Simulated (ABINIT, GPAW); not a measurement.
An ABINIT input for a self-consistent single point of Ca3AsP (Pm-3m, 5 atoms in the cell) (DFT, PBEsol, plane waves, norm-conserving pseudopotentials (PseudoDojo nc-sr-04 PBEsol standard)):

```
# Ca3AsP, PseudoDojo nc-sr-04 PBEsol standard
pp_dirpath "./"
pseudos "Ca.upf, P.upf, As.upf"
acell 3*1.0
rprim
        10.0464511518    0.0000000000    0.0000000000
         0.0000000000   10.0464511518    0.0000000000
         0.0000000000    0.0000000000   10.0464511518
natom 5
ntypat 3
znucl 20 15 33
typat 1 1 1 2 3
xred
         0.0000000000    0.5000000000    0.5000000000
         0.5000000000    0.0000000000    0.5000000000
         0.5000000000    0.5000000000    0.0000000000
         0.0000000000    0.0000000000    0.0000000000
         0.5000000000    0.5000000000    0.5000000000
ecut 42
occopt 7
tsmear 0.00183747
nband 33
kptopt 1
ngkpt 4 4 4
nshiftk 1
shiftk 0 0 0
nstep 60
tolvrs 1.0e-10
prtwf 0
prtden 0
enunit 1
```

Question: Write the same calculation as an input for GPAW.

Answer: This is the input that was run; spellings and numerical settings could be chosen otherwise.

```python
from ase import Atoms
from ase.units import GPa
from gpaw import GPAW

atoms = Atoms(['Ca', 'Ca', 'Ca', 'P', 'As'],
              cell=[[5.316353, 0.000000, 0.000000],
                    [0.000000, 5.316353, 0.000000],
                    [0.000000, 0.000000, 5.316353]],
              scaled_positions=[[0.000000, 0.500000, 0.500000],
                                [0.500000, 0.000000, 0.500000],
                                [0.500000, 0.500000, 0.000000],
                                [0.000000, 0.000000, 0.000000],
                                [0.500000, 0.500000, 0.500000]],
              pbc=True)

calc = GPAW(mode={'name': 'pw', 'ecut': 600},
            xc='PBEsol',
            kpts={'size': (4, 4, 4), 'gamma': True},
            occupations={'name': 'methfessel-paxton', 'width': 0.05, 'order': 0},
            nbands=-6,
            convergence={'density': 1e-05, 'energy': 1e-05, 'bands': -4},
            symmetry={'symmorphic': False, 'tolerance': 0.0005},
            maxiter=100)

atoms.calc = calc

energy = atoms.get_potential_energy()
print('Energy (eV):', round(energy, 6))
forces = atoms.get_forces()
print('Forces (eV/Ang):')
print(forces.round(5))
stress = atoms.get_stress()
print('Stress (GPa, Voigt):', (stress / GPa).round(4))
```

Basis, cutoffs, solver keys and any potentials are the target program's own. This input uses DFT PBEsol, plane waves, GPAW PAW datasets PBEsol (made by gpaw-setup). Both were run: pressure 0.69 GPa in ABINIT and 0.98 in GPAW; gap on the mesh 0.177 eV in ABINIT and 0.183 in GPAW.

On GPAW: the starting cell comes from a database of computed structures (which also holds hypothetical and non-ambient phases and stackings), without a prior relaxation at this level. For this run, on top of that: lattice scaled by 0.98.

On ABINIT: the starting cell comes from a database of computed structures (which also holds hypothetical and non-ambient phases and stackings), without a prior relaxation at this level. For this run, on top of that: lattice scaled by 0.98.
